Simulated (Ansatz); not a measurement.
## Response to strain in InSb

Start from InSb in the zinc blende structure (space group F-43m, No. 216; a = 6.5561 Å).

Strains are applied to the cell and any free atomic positions relax.

Calculations: Ansatz (a program for electronic structure) r2SCAN, scalar-relativistic without spin-orbit coupling.

Base values:

- Band gap: zero

Q: The aim is a band gap between 0.18 eV and 0.23 eV. Which of these changes reaches it?
A) isotropic strain −1.50 %
B) isotropic strain −1.00 %
C) isotropic strain −3.00 %
D) isotropic strain −2.00 %
E) isotropic strain −0.50 %

A: B, isotropic strain −1.00 %. It gives 0.21 eV; isotropic strain −0.50 % gives 0.11 eV; isotropic strain −2.00 % gives 0.39 eV; isotropic strain −3.00 % gives 0.59 eV; isotropic strain −1.50 % gives 0.30 eV. Changes not listed may reach it too

With Sb present, leaving out spin-orbit coupling can change the band edges. No phonon test of stability was made. All final runs are without spin polarisation. Gaps under 0.05 eV, about the width of the smearing, are given as zero. A zero or small gap of InSb can be the functional's error rather than a property of the material.
